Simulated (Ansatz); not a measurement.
A computed series for CdTe: response to strain

Consider CdTe in the zinc blende structure (space group F-43m, No. 216).

```xyz
2
Lattice="0.0000 3.2789 3.2789 3.2789 0.0000 3.2789 3.2789 3.2789 0.0000" Properties=species:S:1:pos:R:3 pbc="T T T"
Cd     0.0000     0.0000     0.0000
Te     1.6394     1.6394     1.6394
```

Cartesian axes are those of the cell as printed.

Strains are applied to the cell and any free atomic positions relax.

Level of theory: plane-wave PAW DFT at the r2SCAN level (Ansatz, an electronic-structure program, 500 eV), without spin-orbit coupling.

Candidates:
(a) uniaxial strain ε_zz = +2.50 %
(b) uniaxial strain ε_zz = +1.50 %
(c) uniaxial strain ε_zz = +2.00 %
(d) uniaxial strain ε_zz = +1.00 %

For the base:

| Property | Result |
|---|---|
| Band gap | 1.17 eV |

**Question.** Order them by band gap, highest first.

**Answer.** (d) uniaxial strain ε_zz = +1.00 % (1.12 eV), (b) uniaxial strain ε_zz = +1.50 % (1.10 eV), (c) uniaxial strain ε_zz = +2.00 % (1.08 eV), (a) uniaxial strain ε_zz = +2.50 % (1.06 eV)

With Te present, leaving out spin-orbit coupling can change the band edges. No phonon test of stability was made.
